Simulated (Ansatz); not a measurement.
Pressure series in hypothetical CsCl type TlAs

Base system: TlAs in the CsCl type structure (space group Pm-3m, No. 221; a hypothetical phase, not in the database extracts checked).

```cif
data_AsTl
_chemical_formula_sum 'Tl1 As1'
_space_group_name_H-M_alt 'P 1'
_space_group_IT_number 1
_cell_length_a 3.68311
_cell_length_b 3.68311
_cell_length_c 3.68311
_cell_angle_alpha 90.000
_cell_angle_beta 90.000
_cell_angle_gamma 90.000
loop_
_space_group_symop_operation_xyz
  'x, y, z'
loop_
_atom_site_label
_atom_site_type_symbol
_atom_site_fract_x
_atom_site_fract_y
_atom_site_fract_z
_atom_site_occupancy
Tl1 Tl 0.00000 0.00000 0.00000 1
As1 As 0.50000 0.50000 0.50000 1
```

Cell and atoms are relaxed at each pressure.

Calculations: Ansatz (a first-principles code), PBE, PAW, cutoff 420 eV, without spin-orbit coupling.

Notes on the quantities. enthalpy: H = E + PV relative to the base's energy.

```tsv
change	enthalpy	lattice parameter a
base	–	3.683 Å
pressure −2 GPa	-0.32 eV/atom	3.745 Å
pressure −1 GPa	-0.16 eV/atom	3.711 Å
pressure 0.9 GPa	+0.14 eV/atom	3.661 Å
pressure 2.1 GPa	+0.32 eV/atom	3.634 Å
pressure 4.5 GPa	+0.67 eV/atom	3.587 Å
pressure 9 GPa	+1.30 eV/atom	?
pressure 15 GPa	+2.09 eV/atom	3.450 Å
```

Problem. Some entries are withheld; estimate them.

Solution. 
- pressure 9 GPa, lattice parameter a: 3.519 Å

Load acts through the strain it causes; cell and atoms are relaxed under it. Stability against distortions was not tested. Competing high-pressure phases were not computed. All final runs are without spin polarisation.
